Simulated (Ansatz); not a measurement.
System: SiN2 (model structure, Pa-3, No. 205, 12 atoms in the cell). Method: PBEsol (PAW; Ansatz, a quantum-chemistry and plane-wave program).

Numerical settings: plane-wave cutoff 520 eV, 8×8×8 k mesh, Fermi–Dirac smearing 0.01 eV, scalar-relativistic PAW data made under PBE.

Cell (relaxed with PBEsol):

```
CELL_PARAMETERS angstrom
      4.44116     0.00000     0.00000
      0.00000     4.44116     0.00000
      0.00000     0.00000     4.44116
ATOMIC_POSITIONS crystal
  Si 0.00000 0.50000 0.50000
  Si 0.50000 0.00000 0.50000
  Si 0.00000 0.00000 0.00000
  Si 0.50000 0.50000 0.00000
  N  0.59484 0.90516 0.09484
  N  0.09484 0.59484 0.90516
  N  0.59484 0.59484 0.59484
  N  0.40516 0.40516 0.40516
  N  0.90516 0.09484 0.59484
  N  0.90516 0.40516 0.09484
  N  0.09484 0.90516 0.40516
  N  0.40516 0.09484 0.90516
```

Task: Give the computed band gap, smallest direct gap on the k points sampled and direct gap at Γ.

Result: 
band gap: 5.11 eV (indirect)
smallest direct gap on the k points sampled: 5.67 eV
direct gap at Γ: 5.86 eV

Note: the relaxation could raise the start's symmetry but not lower it, so the cell can be a saddle point.

Cost on a shared machine: roughly 13 core-seconds.

A model structure was made by putting elements into a prototype or built by hand; it is no filed structure, need not be a known phase, and can be a saddle point held by its symmetry.
